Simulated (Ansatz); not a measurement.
Start from InSb in the zinc blende structure (space group F-43m, No. 216; a = 6.519 Å). Axes: x, y, z lie along the cube axes.

All numbers come from PBEsol in Ansatz (plane waves to 420 eV, PAW, scalar-relativistic without spin-orbit coupling).

Base values:

The shortest interatomic distance is 2.823 Å. The pressure comes out as 0.0 GPa and the band gap is zero.

Perturbation: the cell is compressed by 0.50 % along z with no lateral relaxation; the atoms relax in the strained cell.

### Question
What does the calculation give for the energy relative to the base, shortest interatomic distance, pressure and band gap after the change?

### Answer
The energy is nearly the same; the shortest interatomic distance falls by 0.005 Å (2.823 Å → 2.818 Å); the pressure (mean of the normal stresses, compression positive) goes from zero to 0.2 GPa; the band gap remains zero.

With Sb present, leaving out spin-orbit coupling can change the band edges. Stability against distortions was not tested. The final runs are not spin-polarised. Gaps under 0.05 eV, about the width of the smearing, are given as zero. The zero or small gap of InSb can change with the level of theory.

Ansatz is an electronic-structure program.
